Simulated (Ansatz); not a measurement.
Consider CrGe in the rock salt structure (space group Fm-3m, No. 225; ferromagnetic; a hypothetical phase, not in the database extracts checked; relaxed with 0.1 eV smearing).

```xyz
2
Lattice="0.0000 2.4679 2.4679 2.4679 0.0000 2.4679 2.4679 2.4679 0.0000" Properties=species:S:1:pos:R:3 pbc="T T T"
Ge     0.0000     0.0000     0.0000
Cr     2.4679     2.4679     2.4679
```

Cartesian axes are those of the cell as printed.

Computed with PBEsol in Ansatz (plane waves to 420 eV, PAW, no spin-orbit coupling).

For the base:

The pressure is 0.0 GPa.

The change: biaxial strain +4.10 %, plane normal [111], relaxed out of plane (Cartesian); in-plane vectors clamped, the third vector and the atoms free.

### Question
What happens to the pressure and out-of-plane strain?

### Answer
The pressure (mean of the normal stresses, compression positive) goes from zero to 6.5 GPa; the out-of-plane strain amounts to -13.75 %.

Other magnetic orders, which the real material may have, were not ruled out. Whether these cells are dynamically stable was not tested. Under biaxial strain +4.10 %, plane normal [111], relaxed out of plane the cell ends below the base's energy or with stress of the wrong sign: the atoms slid into a distortion or the cell is elastically unstable, so the base is not a stable minimum at this level.

Ansatz is a program for electronic structure.
